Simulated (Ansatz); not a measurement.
# Quick settings and what they miss: La (P6_3/mmc, 4 atoms in the cell)

Self-consistent single point.

```xyz
4
Lattice="3.8514 0.0000 0.0000 -1.9257 3.3354 0.0000 0.0000 0.0000 12.2159" Properties=species:S:1:pos:R:3 pbc="T T T"
La     0.0000     0.0000     0.0000
La     0.0000     0.0000     6.1079
La     0.0000     2.2236     3.0540
La     1.9257     1.1118     9.1619
```

Computed with PBEsol, harder PAW files (source: ansatz) made with PBE (plane waves; Ansatz, a program for electronic structure).

Base settings: basis.ecutwfc = 44.1 Ry; kpoints.mp_grid.grid = 7 7 2; hamiltonian.xc = pbesol; hamiltonian.pseudopotentials = {kind: paw, source: ansatz}; scf.occupations.method = fermi_dirac; scf.occupations.width = 0.0073 Ry.

Tight run (finer mesh or higher cutoff; not a proven limit): basis.ecutwfc: 44.1 Ry → 61.7 Ry; kpoints.mp_grid.grid: 7 7 2 → 10 10 3; scf.convergence.dr2_threshold: default (1e-07 eV) → 1e-09 eV. It gave Fermi level (on the code's own zero) 10.30 eV; pressure -3.09 GPa.

Quick runs, as changes from the base:
- A: the base itself
- B: basis.ecutwfc: 44.1 Ry → 22 Ry; kpoints.mp_grid.grid: 7 7 2 → 2 2 2; hamiltonian.xc: pbesol → lda; scf.occupations.method: fermi_dirac → cold; scf.occupations.width: 0.0073 Ry → 0.0367 Ry [LDA (PW92)]

† marks runs with another functional, U, potentials or spin treatment: their distance from the tight run is not a convergence error alone.

The count of work is k-points × plane waves × bands × iterations; it is no time. 

Pressures in the table are Ansatz's without its Pulay estimate, at a fixed set of plane waves; the tight run's value above holds the estimate.

The starting cell comes from a database of computed structures (which also holds hypothetical and non-ambient phases and stackings), without a prior relaxation at this level. Its lattice was rescaled by a random factor within 2.5 % of one. In the base run, with a pressure of about -3 GPa the cell is away from its equilibrium volume at this level.

```csv
run,pressure less tight (GPa),count of work / tight
A,-0.13,0.27
B†,-9.84,0.028
```

Left out of this page: 1 run of the series outside the window shown, repeating another row's setting, or not comparable; 2 runs of the series unsound by tests on forces, stress, charge or solver warnings; 1 run of the series with a known weakness of the program.

Keys are those of Ansatz 0.2.
